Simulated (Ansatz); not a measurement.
## AlN in the zinc blende structure (space group F-43m, No. 216)

```yaml
crystal:
  lattice:
    - [0.00000, 2.18491, 2.18491]
    - [2.18491, 0.00000, 2.18491]
    - [2.18491, 2.18491, 0.00000]
  atoms:
    - { symbol: N, position: [0.75000, 0.75000, 0.75000] }
    - { symbol: Al, position: [0.00000, 0.00000, 0.00000] }
```

Method: DFT with r2SCAN, PAW potentials and a 500 eV plane-wave cutoff in Ansatz (a first-principles code), no spin-orbit coupling. Γ-centred 13×13×13 mesh, Fermi–Dirac width 0.05 eV.

| Quantity | Result |
|---|---|
| Volume per atom | 10.43 Å³ |
| Density | 3.26 g/cm³ |
| Band gap | 3.94 eV, indirect, Γ → X |
| Electron mass | 0.51 mₑ along k, 0.33 mₑ across |
| Lowest conduction-band minima above the VBM | X along ⟨100⟩ 3.94 eV; Γ 4.84 eV |
| Total energy | -464.219 eV/atom (σ→0; compares only within this code and set-up) |

Effective masses come from finite differences of ±0.01 Å⁻¹. Along k means along the line from Γ to the band edge. Stability against distortions was not tested. This is not the structure that AlN has at room temperature and ambient pressure.
